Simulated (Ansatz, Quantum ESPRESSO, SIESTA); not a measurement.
One structure in several programs: Nb3B4 (Immm, 7 atoms in the cell)

Self-consistent single point.

```yaml
crystal:
  lattice:
    - [-1.59340, 1.67497, 7.14835]
    - [1.59340, -1.67497, 7.14835]
    - [1.59340, 1.67497, -7.14835]
  atoms:
    - { symbol: Nb, position: [0.18476, 0.68476, 0.50000] }
    - { symbol: Nb, position: [0.81524, 0.31524, 0.50000] }
    - { symbol: Nb, position: [0.00000, 0.00000, 0.00000] }
    - { symbol: B, position: [0.43557, 0.43557, 0.00000] }
    - { symbol: B, position: [0.56443, 0.56443, 0.00000] }
    - { symbol: B, position: [0.36766, 0.86766, 0.50000] }
    - { symbol: B, position: [0.63234, 0.13234, 0.50000] }
```

Shared settings, as Ansatz (a quantum-chemistry and plane-wave program) writes them: kpoints.mp_grid.grid = 7 7 7; scf.occupations.method = fermi_dirac; scf.occupations.width = 0.0073 Ry. Potentials and cutoffs stand in the table.

```json
[
 {"code": "Ansatz", "model": "LDA (PW92), PAW files made with PBE", "pressure (GPa)": "-19.41", "largest force (eV/Å)": "0.079", "cutoff": "30.9 Ry"},
 {"code": "Quantum ESPRESSO", "model": "LDA (PZ), GBRV 1.5 ultrasoft (LDA) pseudopotentials", "pressure (GPa)": "-19.17", "largest force (eV/Å)": "0.065", "cutoff": "40 Ry"},
 {"code": "SIESTA", "model": "LDA PW92, numerical atomic orbitals DZP, PseudoDojo LDA standard norm-conserving potentials (rewritten from UPF to PSML)", "pressure (GPa)": "-19.68", "largest force (eV/Å)": "0.068", "cutoff": "grid 300 Ry"}
]
```

Size of the force on each atom (eV/Å): Sizes of forces hide their directions.

```json
[
 {"code": "Ansatz", "Nb1": "0.079", "Nb2": "0.079", "Nb3": "0.000", "B4": "0.012", "B5": "0.012", "B6": "0.074", "B7": "0.074"},
 {"code": "Quantum ESPRESSO", "Nb1": "0.065", "Nb2": "0.065", "Nb3": "0.000", "B4": "0.012", "B5": "0.012", "B6": "0.060", "B7": "0.060"},
 {"code": "SIESTA", "Nb1": "0.068", "Nb2": "0.068", "Nb3": "0.000", "B4": "0.016", "B5": "0.016", "B6": "0.046", "B7": "0.046"}
]
```

On Ansatz's run: spin polarisation is off.

The spread over the programs that give each value: pressure within 0.51 GPa; largest force within 0.014 eV/Å.

SIESTA uses small atom-centred bases, whose incompleteness enters pressures, forces and empty levels differently from a plane-wave cutoff. Ansatz's pressure is given at a fixed set of plane waves, as the other plane-wave codes print theirs; with its correction for the finite basis it is -19.32 GPa. The same LDA comes in different parametrisations, which differ slightly. In the force vectors, SIESTA (by 0.113) lies more than 0.08 eV/Å from the median of the plane-wave programs.

The starting cell comes from a database of computed structures (which also holds hypothetical and non-ambient phases and stackings), without a prior relaxation at this level. Its lattice was rescaled by a random factor within 2.5 % of one.

Left out of this page: Elk (not drawn, or without a comparable value).

Keys are those of Ansatz 0.2.
